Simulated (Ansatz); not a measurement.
## Response to strain in Zr

Start from Zr in the hcp (Mg type) structure (space group P6_3/mmc, No. 194; a = 3.182 Å, c = 5.124 Å; relaxed with 0.1 eV smearing). Axes: x lies along a and z along c of the hexagonal cell.

Strains are applied to the cell and any free atomic positions relax.

Computed with Ansatz (a quantum-chemistry and plane-wave program), PBEsol, PAW, cutoff 420 eV, no spin-orbit coupling.

Notes on the quantities. energy relative to the base: free energy F.

```tsv
uniaxial strain ε_xx (%)	energy relative to the base (meV/atom)
0	0.0
0.5	?
1	0.9
1.5	2.1
2	3.7
2.5	5.7
3	8.2
```

Question: Fit ΔE = Aε² + Bε³ (ε in %) to the rows shown and predict the withheld row.

Answer: Least squares on the printed values gives A = 0.941 and B = -0.010 meV/atom (largest residual 0.0 meV/atom); this predicts 0.2 meV/atom, and the run gives 0.2 meV/atom, in agreement.

Stability against distortions was not tested. The final runs are not spin-polarised.
